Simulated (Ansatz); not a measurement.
# Step by step: formation energy of the neutral H_i + Mg_Ga in GaN (wurtzite, P6₃mc)

This concerns the formation energy of the neutral H_i + Mg_Ga in GaN (wurtzite, P6₃mc). Reaction: Mg (hcp) + 64 GaN (wurtzite) + 1/2 H2 (gas) → cell A + Ga (Cmce).

A: a supercell of 128 sites of GaN (wurtzite, P6₃mc) with Mg on a Ga site (4 N at 2.04–2.19 Å); H off the lattice sites (1 N at 1.03 Å); the closest two of these centres are 3.2 Å apart; spin state with PBE: run without spin.

Method: Ansatz (a first-principles code), PAW, neutral cells at 0 K with nuclei at rest, on structures from PBE. Ansatz runs with its default PAW set. Other levels take these structures. The lattices are those relaxed with PBE, so at other levels the solids can be strained, which adds to the spread. Larger cells are relaxed from a start prepared with the learned potential CHGNet till forces fall under 0.03 eV/Å, which some starts already meet. A dispersion term (D3(BJ), or D4 for r2SCAN) was computed beside these levels and is taken off wherever the name lacks it. Mesh and cell size may move defect energies by 0.1 eV or more. The value holds for the reservoirs listed; other chemical potentials shift it. Cell A has symmetry Cm within 0.02 Å and got no random move, so less symmetric positions, which may lie lower, weren't tried.

Total energies of the cells in eV, at zero smearing width. They compare only within one column; the weights balance every element.

```
cell                atoms  weight            PBE           RPBE
------------------  -----  ------  -------------  -------------
A: GaN:H_i + Mg_Ga    129      +1  -264903.23638  -265350.51583
Ga (Cmce)               4    +1/4   -15132.08234   -15154.39083
Mg (hcp)                2    −1/2    -3847.60604    -3853.23886
GaN (wurtzite)        128      −1  -266746.77732  -267196.86770
H2 (gas)                2    −1/2      -31.74439      -32.07150
```

PBE: (-264903.23638) + 1/4 × (-15132.08234) − 1/2 × (-3847.60604) − (-266746.77732) − 1/2 × (-31.74439) = 0.196 eV.

RPBE: (-265350.51583) + 1/4 × (-15154.39083) − 1/2 × (-3853.23886) − (-267196.86770) − 1/2 × (-32.07150) = 0.409 eV.

What follows from the PBE value: The value above is the Ga-rich limit, with Ga (Cmce) as reservoir. The host forms with -0.44 eV/atom at this level, so before it gives way to its other element Δμ(Ga) can go down to -0.44 × 2 = -0.88 eV (other compounds may narrow the range). The defect releases 1 Ga, so the Ga-poor limit is 0.20 + 1 × (-0.88) = -0.68 eV.
